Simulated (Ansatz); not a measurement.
## Cu on the 1x1 (110) surface of rutile TiO2 (cut with top plane O), one in a 2x1 cell, started at the site 'over Ti at depth 1.1 Å'

Host crystal: rutile TiO2, with a band gap (PBE, scalar-relativistic without spin-orbit coupling).

Method: PBE (plane waves to 420 eV, PAW; Ansatz, an electronic-structure program).

Slab: 49 atoms, 12.7 Å thick at the start under the adsorbate; k 4x3x1, smearing 0.01 eV, dipole-corrected; 24 atoms held, the rest relaxed; held to the start's symmetry, so lower structures may exist; spin-polarised, ending with about 0.7 μB a cell, a value that depends on the mesh; orders that need a larger cell were not tried, no spin-orbit, no U, no dispersion correction. The slab shows no gap over 0.04 eV on its mesh. At the end it is bonded to 2 O + Ti. In PBE it is, or lies within 0.03 eV of, the lowest of the starts that converged.

The adsorption energy against an atom of fcc Cu is 2.32 eV and the change of the step from the bottom to the top vacuum level, against the clean slab is -2.21 eV. The energy released by relaxation is 0.81 eV, the height of the binding atom over the mean of the host atoms within 0.3 Å of the top one comes out as 0.988 Å and the nearest host atoms of the binding atom is O at 1.84 Å, O at 1.84 Å, Ti at 2.52 Å. The largest move of a host atom is 0.36 Å.

A negative adsorption energy means that the adsorbate is more stable on the surface than in its reference.
